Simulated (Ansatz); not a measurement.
## PtGe, response to strain

Base system: PtGe (space group Pnma, No. 62; a = 5.772 Å, b = 3.713 Å, c = 6.129 Å). Axes: x, y, z lie along a, b, c of the conventional cell.

Strains are applied to the cell and any free atomic positions relax; under biaxial strain the out-of-plane vector relaxes too; under stress the whole cell relaxes.

Level of theory: r2SCAN (Ansatz, a quantum-chemistry and plane-wave program; PAW; 500 eV plane waves; no spin-orbit coupling).

Notes on the quantities. pressure: mean of the normal stresses, compression positive.

| variant | volume per atom | pressure |
|---|---|---|
| base | 16.42 Å³ | 0.0 GPa |
| biaxial strain −1.42 %, plane normal [001], relaxed out of plane | 16.20 Å³ | 2.4 GPa |
| biaxial strain +3.10 %, plane normal [001], relaxed out of plane | 16.90 Å³ | ___ |
| uniaxial strain ε_yy = +5.00 % | 17.24 Å³ | -6.7 GPa |
| tensor shear ε_xz = +0.36 % | 16.42 Å³ | 0.0 GPa |
| uniaxial stress, 1 GPa tension along x | ___ | – |

Problem. What belongs in the blanks?

Solution. 
- biaxial strain +3.10 %, plane normal [001], relaxed out of plane, pressure: -4.1 GPa
- uniaxial stress, 1 GPa tension along x, volume per atom: 16.45 Å³

Without a gap, meshes like the base's 8×13×8 leave anisotropic stresses uncertain by several tenths of a GPa, and small strain energies with them. Stability under load was not tested beyond the relaxation. The final runs are not spin-polarised.
